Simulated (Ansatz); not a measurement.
**Pd under a change: uniaxial strain ε_zz = −2.50 %**

Start from Pd in the fcc (Cu type) structure (space group Fm-3m, No. 225; a = 3.841 Å; relaxed with 0.1 eV smearing). Axes: x, y, z lie along the cube axes.

Now apply this change: uniaxial strain ε_zz = −2.50 %, all other strain components held at zero, atoms relaxed at fixed cell.

Level of theory: LDA (Ansatz, a program for electronic structure, PAW, spin-orbit coupling left out). k-mesh 29×29×29 (Γ-centred); smearing 0.1 eV (Fermi–Dirac).

| quantity | base | changed | shift |
|---|---|---|---|
| volume per atom | 14.17 Å³ | 13.82 Å³ | -0.35 Å³ |
| space group | Fm-3m (No. 225) | I4/mmm (No. 139) | – |
| shortest interatomic distance | 2.716 Å | 2.683 Å | -0.0337 Å |
| energy relative to the base (free energy F) | 0 meV/atom | +7.9 meV/atom | +7.9 meV/atom |
| pressure (mean of the normal stresses, compression positive) | 0.0 GPa | 6.2 GPa | +6.2 GPa |
| band gap | zero | zero | – |
| stress (xx, yy, zz, yz, xz, xy; compression positive) | – | (5.5, 5.5, 7.4, 0.0, 0.0, 0.0) GPa | – |

Whether these cells are dynamically stable was not tested. All final runs are without spin polarisation.
